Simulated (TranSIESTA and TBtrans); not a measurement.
Device: (3,3) carbon nanotube with one Si atom in a single vacancy. Geometry: 35 atoms about the centre moved by GFN1-xTB to a largest force of 0.04 eV/Å, all others as built. Transport runs along z; the first 36 and the last 36 of the 120 atoms are the lead cells, repeated to infinity.

```xyz
120
Lattice="13.082 0.000 0.000 0.000 13.020 0.000 0.000 0.000 24.682" Properties=species:S:1:pos:R:3 pbc="F F T"
C      6.896     4.500     0.000
C      5.521     4.742     0.000
C      8.582     6.510     0.000
C      4.623     7.208     0.000
C      8.105     7.822     0.000
C      5.521     8.278     0.000
C      7.562     4.742     1.234
C      4.978     5.198     1.234
C      8.459     5.812     1.234
C      4.500     6.510     1.234
C      7.562     8.278     1.234
C      6.187     8.520     1.234
C      6.896     4.500     2.468
C      5.521     4.742     2.468
C      8.582     6.510     2.468
C      4.623     7.208     2.468
C      8.105     7.822     2.468
C      5.521     8.278     2.468
C      7.562     4.742     3.702
C      4.978     5.198     3.702
C      8.459     5.812     3.702
C      4.500     6.510     3.702
C      7.562     8.278     3.702
C      6.187     8.520     3.702
C      6.896     4.500     4.936
C      5.521     4.742     4.936
C      8.582     6.510     4.936
C      4.623     7.208     4.936
C      8.105     7.822     4.936
C      5.521     8.278     4.936
C      7.562     4.742     6.170
C      4.978     5.198     6.170
C      8.459     5.812     6.170
C      4.500     6.510     6.170
C      7.562     8.278     6.170
C      6.187     8.520     6.170
C      6.897     4.434     7.385
C      5.521     4.742     7.405
C      8.582     6.510     7.405
C      4.623     7.208     7.405
C      8.105     7.822     7.405
C      5.521     8.278     7.405
C      7.607     4.662     8.586
C      4.948     5.158     8.640
C      8.517     5.760     8.617
C      4.500     6.510     8.639
C      7.562     8.278     8.639
C      6.187     8.520     8.639
C      6.913     4.403     9.793
C      5.521     4.652     9.851
C      8.616     6.460     9.858
C      4.625     7.191     9.885
C      8.144     7.792     9.865
C      5.521     8.278     9.873
C      7.689     4.546    11.004
C      4.944     5.098    11.122
C      8.505     5.688    11.076
C      4.505     6.449    11.113
C      7.602     8.240    11.112
C      6.215     8.523    11.112
C      5.325     4.485    12.341
C      8.633     6.388    12.338
C      4.618     7.174    12.340
C      8.159     7.725    12.339
C      5.515     8.282    12.340
C      7.690     4.553    13.673
C      4.941     5.099    13.559
C      8.510     5.694    13.602
C      4.502     6.451    13.568
C      7.602     8.243    13.567
C      6.215     8.524    13.568
C      6.914     4.416    14.882
C      5.517     4.654    14.830
C      8.631     6.471    14.817
C      4.623     7.192    14.797
C      8.148     7.800    14.814
C      5.521     8.278    14.809
C      7.610     4.688    16.080
C      4.942     5.157    16.039
C      8.533     5.772    16.057
C      4.500     6.510    16.043
C      7.562     8.278    16.043
C      6.187     8.520    16.043
Si     6.975     3.468    12.341
C      6.896     4.500    17.277
C      5.521     4.742    17.277
C      8.582     6.510    17.277
C      4.623     7.208    17.277
C      8.105     7.822    17.277
C      5.521     8.278    17.277
C      7.562     4.742    18.511
C      4.978     5.198    18.511
C      8.459     5.812    18.511
C      4.500     6.510    18.511
C      7.562     8.278    18.511
C      6.187     8.520    18.511
C      6.896     4.500    19.745
C      5.521     4.742    19.745
C      8.582     6.510    19.745
C      4.623     7.208    19.745
C      8.105     7.822    19.745
C      5.521     8.278    19.745
C      7.562     4.742    20.979
C      4.978     5.198    20.979
C      8.459     5.812    20.979
C      4.500     6.510    20.979
C      7.562     8.278    20.979
C      6.187     8.520    20.979
C      6.896     4.500    22.214
C      5.521     4.742    22.214
C      8.582     6.510    22.214
C      4.623     7.208    22.214
C      8.105     7.822    22.214
C      5.521     8.278    22.214
C      7.562     4.742    23.448
C      4.978     5.198    23.448
C      8.459     5.812    23.448
C      4.500     6.510    23.448
C      7.562     8.278    23.448
C      6.187     8.520    23.448
```

Run with TranSIESTA and TBtrans (open boundaries, self-consistent; PseudoDojo norm-conserving potentials, scalar-relativistic): Spin polarized, PAO.BasisSize SZP, PAO.EnergyShift 0.15 eV, XC.Authors PBE, Mesh.Cutoff 150 Ry, ElectronicTemperature 300 K, TS.Voltage 0.0 eV, TBT.Elecs.Eta 0.001 eV.

Energies count from the leads' Fermi level. Transmissions are for each spin. The energy step is 0.02 eV; narrower resonances are cut or missed.

| E (eV) | T up | T down |
|---|---|---|
| -0.20 | 1.58 | 1.59 |
| -0.16 | 1.53 | 1.54 |
| -0.12 | 1.49 | 1.50 |
| -0.08 | 1.44 | 1.45 |
| -0.04 | 1.40 | 1.41 |
| 0.00 | 1.35 | 1.36 |
| 0.04 | 1.30 | 1.31 |
| 0.08 | 1.25 | 1.26 |
| 0.12 | 1.20 | 1.21 |
| 0.16 | 1.14 | 1.15 |
| 0.20 | 1.09 | 1.10 |

Give the zero-bias conductance in μS and the resistance at 300 K.

At the Fermi level the mean of both spins is (1.35 + 1.36)/2 = 1.35. Averaged with −∂f/∂E over the full grid (kT = 25.9 meV) it is 1.35. With G0 = 2e²/h = 77.48 μS, G = 105 μS and R = 1/G = 9.52 kΩ.

Estimate the thermopower by Mott's formula S = −(π²/3)(kB²T/e) d ln T/dE from the rows at -0.04 and 0.04 eV.

d ln T/dE = -0.923 eV⁻¹ and (π²/3) kB²T/e = 7.33 μV/K · eV, so S = 6.8 μV/K; the full integral gives 6.5 μV/K. A positive sign means that T falls with energy over the thermal window.

The eigenchannels at the Fermi level (both spins) transmit 0.977, 0.369, 0.977, 0.382. What Fano factor of the shot noise follows at low temperature and bias?

F = Σ τ(1 − τ)/Σ τ = 0.514/2.71 = 0.19.

Moments were seeded on the central atoms alone, and one start was tried. Moving central atoms between leads that stay as built scatters by itself, most near band edges, so not all of the loss belongs to a defect.
